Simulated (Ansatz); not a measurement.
Start from Zn in the fcc (Cu type) structure (space group Fm-3m, No. 225; a = 3.838 Å; a cell from a computed database, its experimental status unchecked).

All numbers come from PBEsol, PAW, 420 eV (Ansatz, a first-principles code; without spin-orbit coupling).

Before the change:

* **Density**: 7.68 g/cm³
* **Shortest interatomic distance**: 2.714 Å
* **Band gap**: zero

Perturbation: full substitution Zn → Cd, then cell and atoms are relaxed.

Q: How does this affect the density?

A: The density goes up by 1.23 g/cm³ to 8.91 g/cm³.

Q: How does this affect the shortest interatomic distance?

A: The shortest interatomic distance increases by 0.380 Å to 3.094 Å.

Q: Predict the new band gap.

A: The band gap stays zero.

Whether these cells are dynamically stable was not tested. For Cd in this form, whether it has been made was not checked. This is not the structure that Cd has at room temperature and ambient pressure. This is not the structure that Zn has at room temperature and ambient pressure.
